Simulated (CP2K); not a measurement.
Worked example: self-consistent single point of BiTe (Fm-3m, 2 atoms in the cell) in CP2K.

Method of the run: LDA (Pade form), GPW, DZVP-MOLOPT-SR-GTH basis, GTH-PADE potentials (GTH_POTENTIALS) run with CP2K.

```
CELL_PARAMETERS angstrom
      4.57788     0.00000     0.00000
      2.28894     3.96456     0.00000
      2.28894     1.32152     3.73782
ATOMIC_POSITIONS crystal
  Bi 0.00000 0.00000 0.00000
  Te 0.50000 0.50000 0.50000
```

Reference input (self-consistent single point, DFT LDA (Pade form), GPW, DZVP-MOLOPT-SR-GTH basis, GTH-PADE potentials (GTH_POTENTIALS)): CUTOFF = 400 Ry; REL_CUTOFF = 50 Ry; SMEAR/METHOD = FERMI_DIRAC; ELECTRONIC_TEMPERATURE = 1160.45 K; KPOINTS/SCHEME = MONKHORST-PACK 4 4 4; GAMMA_CENTERED = T; XC_FUNCTIONAL = PADE; Bi/BASIS_SET = DZVP-MOLOPT-SR-GTH; Bi/POTENTIAL = GTH-PADE-q5; Te/BASIS_SET = DZVP-MOLOPT-SR-GTH; Te/POTENTIAL = GTH-PADE-q6; METHOD = GPW. This run's input differs from it in these lines:

```diff
@@ -24,3 +24,3 @@
       MAX_SCF 100
-      ADDED_MOS 4
+      ADDED_MOS 1
       &DIAGONALIZATION
```

Output (repeated stretches shortened):

```
 SCF WAVEFUNCTION OPTIMIZATION

  Step     Update method      Time    Convergence         Total energy    Change
     1 NoMix/Diag. 0.20E+00      -     0.29106846       -13.8947313680 -1.39E+01
     2 Broy./Diag. 0.20E+00      -     0.06365657       -13.9388396114 -4.41E-02
     3 Broy./Diag. 0.20E+00      -     0.06653629       -13.9237863035  1.51E-02
     4 Broy./Diag. 0.20E+00      -     0.02824746       -13.8886219094  3.52E-02
     5 Broy./Diag. 0.20E+00      -     0.00951267       -13.8873914071  1.23E-03
     6 Broy./Diag. 0.20E+00      -     0.06952194       -13.8665343041  2.09E-02
   [... 90 lines left out ...]
    97 Broy./Diag. 0.20E+00      -     0.03964242       -13.8483311804  3.14E-06
    98 Broy./Diag. 0.20E+00      -     0.08506239       -13.8483272097  3.97E-06
    99 Broy./Diag. 0.20E+00      -     0.04658307       -13.8483227100  4.50E-06
   100 Broy./Diag. 0.20E+00      -     0.05785855       -13.8483252322 -2.52E-06
  Leaving inner SCF loop after reaching   100 steps.

  Overlap energy of the core charge distribution:               0.00000000000683
  Self energy of the core charge distribution:                -29.31839654066709
  Core Hamiltonian energy:                                      5.73831659219054
  Hartree energy:                                              12.85848792894185
   [... lines left out ...]
  Fermi energy:                                                 0.16763158288622
  Total energy:                                               -13.84832523219798
   [... lines left out ...]
 *  /   \                                                                      *
 * [ABORT]                                                                     *
 *  \___/     SCF run NOT converged. To continue the calculation regardless,   *
 *    |             please set the keyword IGNORE_CONVERGENCE_FAILURE.         *
 *  O/|                                                                        *
 * /| |                                                                        *
 * / \                                                            qs_scf.F:702 *
 *******************************************************************************

 ===== Routine Calling Stack =====

            4 scf_env_do_scf
            3 qs_energies
            2 qs_forces
            1 CP2K
Abort(1) on node 0 (rank 0 in comm 0): application called MPI_Abort(MPI_COMM_WORLD, 1) - process 0
```

The run ended unconverged after 100 iterations. 

The starting cell comes from a database of computed structures (which also holds hypothetical and non-ambient phases and stackings), without a prior relaxation at this level. Its lattice was rescaled by up to half a per cent. Values carry the incompleteness of an atom-centred basis.

Cost on one core of a shared machine: roughly 3 min.
